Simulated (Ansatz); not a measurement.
Base system: LiNbO3 (space group R3c, No. 161).

```
CELL_PARAMETERS angstrom
      2.59494     1.49819     4.67151
     -2.59494     1.49819     4.67151
      0.00000    -2.99637     4.67151
ATOMIC_POSITIONS crystal
  Li 0.28074 0.28074 0.28074
  Li 0.78074 0.78074 0.78074
  Nb 0.99950 0.99950 0.99950
  Nb 0.49950 0.49950 0.49950
  O  0.10960 0.35709 0.72016
  O  0.72016 0.10960 0.35709
  O  0.35709 0.72016 0.10960
  O  0.22016 0.85709 0.60960
  O  0.85709 0.60960 0.22016
  O  0.60960 0.22016 0.85709
```

Cartesian axes are those of the cell as printed.

Level of theory: DFT with PBE, PAW potentials and a 420 eV plane-wave cutoff in Ansatz (an electronic-structure program), no SOC.

Now apply this change: the cell is stretched by 3.00 % along z with no lateral relaxation, atoms relaxed at fixed cell.

Predict the stress tensor and what it implies for the stiffness.

Stress of the strained cell less that of the base (GPa, compression positive):
```
  -1.52    0.00    0.00
   0.00   -1.52    0.00
   0.00    0.00   -5.98
```

Then −Δσ_ii/ε with ε = 0.0300 gives secant stiffness values (nonlinear terms included at this strain): C33 ≈ 199 GPa, C13 ≈ 51 GPa and C23 ≈ 51 GPa.

As a check, the harmonic strain energy −½ V₀ Δσ:ε is 6.1 meV/atom; the computed energy rise is 6.2 meV/atom.

Whether these cells are dynamically stable was not tested.
